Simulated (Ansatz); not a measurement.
Consider the following.

```yaml
crystal:
  lattice:
    - [5.00476, 0.00000, 0.00000]
    - [0.00000, 5.21946, 0.00000]
    - [0.00000, 0.00000, 5.03269]
  atoms:
    - { symbol: Hf, position: [0.73252, 0.03301, 0.24144] }
    - { symbol: Hf, position: [0.26748, 0.96699, 0.74144] }
    - { symbol: Hf, position: [0.73252, 0.46699, 0.74144] }
    - { symbol: Hf, position: [0.26748, 0.53301, 0.24144] }
    - { symbol: O, position: [0.92865, 0.36787, 0.37927] }
    - { symbol: O, position: [0.07135, 0.63213, 0.87927] }
    - { symbol: O, position: [0.92865, 0.13213, 0.87927] }
    - { symbol: O, position: [0.07135, 0.86787, 0.37927] }
    - { symbol: O, position: [0.53988, 0.73395, 0.49229] }
    - { symbol: O, position: [0.46012, 0.26605, 0.99229] }
    - { symbol: O, position: [0.53988, 0.76605, 0.99229] }
    - { symbol: O, position: [0.46012, 0.23395, 0.49229] }
```

Space group of this cell: Pca2_1. The cell is taken as given; by r2SCAN its mean pressure is 4.0 GPa.

The current runs along the normal of the first two printed vectors. All runs by Ansatz (a program for electronic structure), plane waves and PAW, without spin-orbit coupling; the base is r2SCAN.

```csv
run,mean pressure (GPa),gap (eV),mid-gap κ (1/Å)
base,4.0,5.00,0.401
all lengths scaled by 0.98,23.2,…,…
all lengths scaled by 1.02,-10.8,…,…
"lengths across the current scaled by 0.98, ions clamped",16.6,5.13,0.410
"lengths across the current scaled by 1.02, ions clamped",-6.4,…,…
"lengths along the current scaled by 0.97, ions clamped",12.8,5.09,0.404
"lengths along the current scaled by 1.03, ions clamped",-3.5,4.90,0.396
```

Question: Fill in the missing entries.

Answer: 
- all lengths scaled by 0.98, gap (eV): 5.22
- all lengths scaled by 0.98, mid-gap κ (1/Å): 0.413
- all lengths scaled by 1.02, gap (eV): 4.78
- all lengths scaled by 1.02, mid-gap κ (1/Å): 0.389
- lengths across the current scaled by 1.02, ions clamped, gap (eV): 4.84
- lengths across the current scaled by 1.02, ions clamped, mid-gap κ (1/Å): 0.392
